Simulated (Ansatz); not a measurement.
# Pressure series in Ir

Base system: Ir in the fcc (Cu type) structure (space group Fm-3m, No. 225; a = 3.871 Å).

Cell and atoms are relaxed at each pressure.

Calculations: DFT with PBE, PAW potentials and a 420 eV plane-wave cutoff in Ansatz (a first-principles code), without spin-orbit coupling.

```csv
P (GPa),V (Å³/atom)
-2.01,14.585
-1.01,14.542
0.89,14.463
2.09,14.414
4.51,14.319
9.02,14.151
15.00,13.944
22.50,13.708
30.00,13.494
```

A third-order Birch–Murnaghan fit to these points gives V₀ = 14.50 Å³/atom, B₀ = 348 GPa and B₀′ = 5.0. At pressure 30 GPa the volume is 93.1 % of V₀.

Measured bulk modulus of Ir: 365 GPa (static lattice; corrected from measurement; as listed in H. Levämäki et al., Physical Review B (2014)); the computed value is 5 % below it.

Load acts through the strain it causes; cell and atoms are relaxed under it. Whether these cells are dynamically stable was not tested. Competing high-pressure phases were not computed. All final runs are without spin polarisation.
